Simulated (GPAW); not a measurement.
Band structure of a sheet of PbO (4 atoms in the cell).

```xyz
4
Lattice="3.8797 0.0000 0.0000 0.0000 3.8797 0.0000 0.0000 0.0000 16.3659" Properties=species:S:1:pos:R:3 pbc="T T T"
Pb     1.9398     0.0000     9.3659
Pb     0.0000     1.9398     7.0000
O      0.0000     0.0000     8.1830
O      1.9398     1.9398     8.1830
```

Computed with PBE, GPAW PAW datasets PBE (gpaw-data 1.0.1) (plane waves; GPAW 25.7.0).

Settings: mode = pw; ecut = 900 eV; xc = PBE; kpts = 5 5 1; mesh shift (steps) = 0 0 0; occupations.name = methfessel-paxton; occupations.width = 0.2 eV; occupations.order = 0; nbands = -8; convergence.forces = 0.001 eV/Å; convergence.bands = -6; symmetry.symmorphic = false; symmetry.tolerance = 0.0005; maxiter = 100.

The starting cell was generated: these elements placed on a structure prototype, without a prior relaxation; it need not be a known phase or ordering of this composition. Its lattice was rescaled in the plane by a random factor within 2.5 % of one. Spin-orbit coupling is off.

Predict the gap along the standard path and the places of the band edges.

The gap along the path is 2.87 eV, direct at Γ to within 0.01 eV.

Levels in eV from the top of the valence band on the SCF mesh, bands 17 to 24:
```csv
point,17,18,19,20,21,22,23,24
M,-1.16,-1.16,-0.58,-0.58,3.42,3.42,5.50,5.50
Γ,-1.31,-1.24,-1.24,0.00,2.87,2.87,4.79,5.16
X,-2.64,-2.64,-0.67,-0.67,3.48,3.48,5.43,5.43
```
